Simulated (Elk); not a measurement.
A self-consistent single point of RbCl (Fm-3m, 2 atoms in the cell) with Elk

Method: PBE, all-electron FP-LAPW, Elk's shipped species files, APW+lo basis with extra local orbitals (Elk).

Input:

```
tasks
  0

xctype
  20

tforce
  .true.

rgkmax
  8.0

gmaxvr
  18.0

lmaxapw
  10

lmaxo
  8

nxlo
  2

lorbcnd
  .true.

lradstp
  2

nrmtscf
  2.0

lmaxi
  4

stype
  3

swidth
  0.000367493

scale
  1.889726125

avec
    0.0000000000    3.2276420000    3.2276420000
    3.2276420000    0.0000000000    3.2276420000
    3.2276420000    3.2276420000    0.0000000000

atoms
  2   : nspecies
  'Rb.in'   : spfname
  1   : natoms; atposl, bfcmt below
  0.0000000000  0.0000000000  0.0000000000    0.0 0.0 0.0
  'Cl.in'   : spfname
  1   : natoms; atposl, bfcmt below
  0.5000000000  0.5000000000  0.5000000000    0.0 0.0 0.0

ngridk
  9 9 9
```

Output, abridged:

```
│ Elk code version 10.2.4 │

All units are atomic (Hartree, Bohr, etc.)

│ Ground-state run starting from atomic densities │

Lattice vectors :
   0.000000000       6.099359410       6.099359410
   6.099359410       0.000000000       6.099359410
   6.099359410       6.099359410       0.000000000

Unit cell volume      :    453.8189968
Brillouin zone volume :   0.5465840240

Muffin-tin inner radius fraction :   0.1000000000E-01

Nuclei treated as point charges

Species :    1 (Rb)
 parameters loaded from : Rb.in
 name : rubidium
 nuclear charge    :   -37.00000000
 electronic charge :    37.00000000
 atomic mass :    155798.2684
 muffin-tin radius :    2.600000000
 number of radial points in muffin-tin :   1199
 atomic positions (lattice), magnetic fields (Cartesian) :
   1 :   0.00000000  0.00000000  0.00000000    0.00000000  0.00000000  0.00000000

Species :    2 (Cl)
 parameters loaded from : Cl.in
 name : chlorine
 nuclear charge    :   -17.00000000
 electronic charge :    17.00000000
 atomic mass :    64626.86545
 muffin-tin radius :    2.200000000
 number of radial points in muffin-tin :    799
 atomic positions (lattice), magnetic fields (Cartesian) :
   1 :   0.50000000  0.50000000  0.50000000    0.00000000  0.00000000  0.00000000

Total number of atoms per unit cell :    2

Spin treatment :
 spin-unpolarised

Number of Bravais lattice symmetries :   48
Number of crystal symmetries         :   48
Crystal has inversion symmetry
Real symmetric eigensolver will be used

k-point grid :      9     9     9
k-point offset :    0.000000000       0.000000000       0.000000000
k-point set is reduced with full crystal symmetry group
Total number of k-points :       35

Muffin-tin radius times maximum |G+k| :    8.000000000
 using average radius
Maximum |G+k| for APW functions       :    3.333333333
Maximum (1/2)|G+k|²                   :    5.555555556
Maximum |G| for potential and density :    18.00000000
 potential will be trimmed for |G| > 2 gkmax
Constant for pseudocharge density :   12
Radial integration step length :    2

G-vector grid sizes :     50    50    50
Number of G-vectors :    44735

Maximum angular momentum used for
 APW functions                      :   10
 outer part of muffin-tin           :    8
 inner part of muffin-tin           :    4

Total nuclear charge    :   -54.00000000
Total core charge       :    38.00000000
Total valence charge    :    16.00000000
Total excess charge     :    0.000000000
Total electronic charge :    54.00000000

Effective Wigner radius, rₛ :    1.261246868

Number of empty states         :    8
Total number of valence states :   16
Total number of core states    :   38

Conduction state local-orbitals added automatically
Total number of local-orbitals :  199

Exchange-correlation functional :     20     0     0
 Perdew-Burke-Ernzerhof, Phys. Rev. Lett. 77, 3865 (1996)
 gradient requirement :    1
 generalised gradient approximation (GGA)

Smearing type :    3
 Fermi-Dirac
Smearing width :   0.3674930000E-03
Effective electronic temperature (K) :    116.0451112

Mixing type :    3
 Broyden mixing, J. Phys. A: Math. Gen. 17, L317 (1984)

Kohn-Sham potential initialised from atomic data

│ Self-consistent loop started │
│ Loop number : 1 │
 total energy                :     -3449.55767372
│ Loop number : 2 │
 total energy                :     -3449.49908688
RMS change in Kohn-Sham potential (target) :   0.2287676478     (  0.1000000000E-05)
Absolute change in total energy (target)   :   0.5858684345E-01 (  0.1000000000E-03)
│ Loop number : 3 │
 total energy                :     -3448.73822489
RMS change in Kohn-Sham potential (target) :   0.2007987736     (  0.1000000000E-05)
Absolute change in total energy (target)   :   0.7755087039     (  0.1000000000E-03)
│ Loop number : 4 │
 total energy                :     -3446.12173673
RMS change in Kohn-Sham potential (target) :   0.1061138259     (  0.1000000000E-05)
Absolute change in total energy (target)   :    2.810365327     (  0.1000000000E-03)
│ Loop number : 5 │
 total energy                :     -3444.19192536
RMS change in Kohn-Sham potential (target) :   0.3668378765E-01 (  0.1000000000E-05)
Absolute change in total energy (target)   :    2.632402703     (  0.1000000000E-03)
│ Loop number : 6 │
 total energy                :     -3443.43610627
RMS change in Kohn-Sham potential (target) :   0.9490406159E-02 (  0.1000000000E-05)
Absolute change in total energy (target)   :    1.413919769     (  0.1000000000E-03)
│ Loop number : 7 │
 total energy                :     -3443.17288322
RMS change in Kohn-Sham potential (target) :   0.3633342500E-03 (  0.1000000000E-05)
Absolute change in total energy (target)   :   0.6167029913     (  0.1000000000E-03)
│ Loop number : 8 │
 total energy                :     -3443.16626373
RMS change in Kohn-Sham potential (target) :   0.2443644618E-03 (  0.1000000000E-05)
Absolute change in total energy (target)   :   0.1607952432     (  0.1000000000E-03)
│ Loop number : 9 │
 total energy                :     -3443.15397379
RMS change in Kohn-Sham potential (target) :   0.6144069870E-04 (  0.1000000000E-05)
Absolute change in total energy (target)   :   0.5248874610E-01 (  0.1000000000E-03)
│ Loop number : 10 │
 total energy                :     -3443.15516707
RMS change in Kohn-Sham potential (target) :   0.2051187421E-04 (  0.1000000000E-05)
Absolute change in total energy (target)   :   0.1192890654E-01 (  0.1000000000E-03)
│ Loop number : 11 │
 total energy                :     -3443.15528595
RMS change in Kohn-Sham potential (target) :   0.2881698346E-05 (  0.1000000000E-05)
Absolute change in total energy (target)   :   0.2863346647E-02 (  0.1000000000E-03)
│ Loop number : 12 │
 total energy                :     -3443.15531726
RMS change in Kohn-Sham potential (target) :   0.7351175134E-06 (  0.1000000000E-05)
Absolute change in total energy (target)   :   0.6845320554E-03 (  0.1000000000E-03)
│ Loop number : 13 │
 total energy                :     -3443.15530219
RMS change in Kohn-Sham potential (target) :   0.4677009525E-06 (  0.1000000000E-05)
Absolute change in total energy (target)   :   0.1861987280E-03 (  0.1000000000E-03)
│ Loop number : 14 │
 total energy                :     -3443.15525915
RMS change in Kohn-Sham potential (target) :   0.6744495183E-07 (  0.1000000000E-05)
Absolute change in total energy (target)   :   0.8958734406E-04 (  0.1000000000E-03)
Convergence targets achieved

│ Loop number : 15 │

Energies :
 Fermi                       :     0.100666249813E-01
 sum of eigenvalues          :     -2009.54810710
 electron kinetic            :      3530.21123636
 core electron kinetic       :      3473.12295515
 Coulomb                     :     -6844.19289709
 Coulomb potential           :     -5371.84215330
 nuclear-nuclear             :     -323.587146252
 electron-nuclear            :     -7669.36934838
 Hartree                     :      1148.76359754
 Madelung                    :     -4158.27182044
 xc potential                :     -167.917190157
 exchange                    :     -126.691266984
 correlation                 :     -2.48232719047
 electron entropic           :    -0.759434289026E-12
 total energy                :     -3443.15525491

Density of states at Fermi energy :   0.2720276555E-06
 (states/Hartree/unit cell)

Estimated indirect band gap :   0.1912785378
 from k-point      1 to k-point      1
Estimated direct band gap   :   0.1912785378
 at k-point      1

Charges :
 core                        :    38.00000000
 valence                     :    16.00000000
 interstitial                :    2.892490387
 muffin-tins (core leakage)
  species :    1 (Rb)
   atom    1                 :    35.41673807     (  0.9335835043E-04)
  species :    2 (Cl)
   atom    1                 :    15.69077155     (  0.1567584353E-04)
 total in muffin-tins        :    51.10750961
 total calculated charge     :    53.99990210
 total charge                :    54.00000000
 error                       :   0.9789611332E-04

│ Self-consistent loop stopped │

Forces :
 species :    1 (Rb)
  atom :    1
   Hellmann-Feynman          :    -0.00000000    0.00000000   -0.00000000
   IBS                       :     0.00000000   -0.00000000    0.00000000
   total force               :    -0.00000000    0.00000000    0.00000000
   total magnitude           :     0.00000000
 species :    2 (Cl)
  atom :    1
   Hellmann-Feynman          :    -0.00000000    0.00000000    0.00000000
   IBS                       :     0.00000000   -0.00000000   -0.00000000
   total force               :     0.00000000   -0.00000000    0.00000000
   total magnitude           :     0.00000000
```

The run converged in 15 iterations. The count includes the last loop, which Elk runs after its targets are met.

The starting cell comes from a database of computed structures (which also holds hypothetical and non-ambient phases and stackings), without a prior relaxation at this level. Its lattice was rescaled by a random factor within 2.5 % of one. Values depend on the basis (sphere radii, cutoffs, local orbitals), which need not be converged.
